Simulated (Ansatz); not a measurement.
Consider Ir-vacancy pair (Ir on one host Ru site, one Ru site vacant) in hcp Ru, neutral cell. Computed with PBE, PAW (plane waves to 420 eV; Ansatz, an electronic-structure program).

Settings: 36 host sites, the relaxed PBE lattice, a 2×2×2 k-point mesh shifted by half a step along c, smearing 0.10 eV, spin-restricted, no image-charge correction. Energies are static. Spin-orbit coupling is left out. Forms of the defect that were not tried may lie lower.

Barriers: single points on a 4×4×4 k-point mesh shifted by half a step along c at the bands' geometries (they differ from the bands' own by up to 0.17 eV, and are uncertain by about as much).

The step: direct exchange of Ir with the vacancy (Ir-vacancy distance between ideal sites 2.66 Å throughout). Atoms about the jump, Cartesian Å from the middle of the jump, before and after:

```
atom     x0     y0     z0     x1     y1     z1
----  -----  -----  -----  -----  -----  -----
Ir1    0.66   0.38  -1.06  -0.66  -0.38   1.06
Ru2   -0.68  -1.94  -1.06  -0.68  -1.99  -1.08
Ru3    2.06  -0.40   1.08   2.02  -0.38   1.06
Ru4   -2.02   0.37  -1.07  -2.06   0.40  -1.08
Ru5    0.68   1.98   1.08   0.68   1.94   1.07
Ru6    0.69  -2.76   1.08   0.68  -2.75   1.08
Ru7    2.04  -1.96  -1.08   2.04  -1.98  -1.08
Ru8   -2.04   1.98   1.07  -2.04   1.96   1.08
Ru9   -0.68   2.75  -1.08  -0.69   2.76  -1.07
Ru10  -0.68  -0.39  -3.22  -0.65  -0.38  -3.21
Ru11   0.65   0.37   3.21   0.68   0.39   3.22
Ru12  -2.05  -2.76   1.08  -2.05  -2.75   1.07
Ru13  -3.41  -0.40   1.07  -3.41  -0.40   1.07
Ru14   3.41   0.40  -1.07   3.41   0.40  -1.08
Ru15   2.05   2.75  -1.07   2.05   2.76  -1.07
Ru16  -2.01   0.37   3.21  -2.04   0.39   3.23
Ru17   0.68   1.96  -3.23   0.68   1.93  -3.21
Ru18  -0.68  -1.93   3.22  -0.68  -1.96   3.23
Ru19   2.04  -0.39  -3.23   2.01  -0.38  -3.22
```

Problem. Where do these atoms stand at the saddle point, and how high is it?

Solution. 
| atom | x | y | z |
|---|---|---|---|
| Ir1 | 0.00 | 0.00 | -0.01 |
| Ru2 | -0.74 | -2.10 | -1.16 |
| Ru3 | 2.18 | -0.41 | 1.14 |
| Ru4 | -2.18 | 0.41 | -1.16 |
| Ru5 | 0.73 | 2.09 | 1.14 |
| Ru6 | 0.69 | -2.73 | 1.07 |
| Ru7 | 2.01 | -1.96 | -1.08 |
| Ru8 | -2.01 | 1.96 | 1.07 |
| Ru9 | -0.69 | 2.72 | -1.08 |
| Ru10 | -0.65 | -0.38 | -3.17 |
| Ru11 | 0.65 | 0.37 | 3.15 |
| Ru12 | -2.03 | -2.74 | 1.07 |
| Ru13 | -3.38 | -0.39 | 1.07 |
| Ru14 | 3.38 | 0.39 | -1.08 |
| Ru15 | 2.03 | 2.73 | -1.08 |
| Ru16 | -2.00 | 0.37 | 3.23 |
| Ru17 | 0.68 | 1.92 | -3.25 |
| Ru18 | -0.68 | -1.92 | 3.23 |
| Ru19 | 2.00 | -0.37 | -3.25 |
It lies 2.50 eV above the start and 2.50 eV above the end. The saddle point's order was not checked, and it lies on a symmetry element of the cell, where a band can be held.
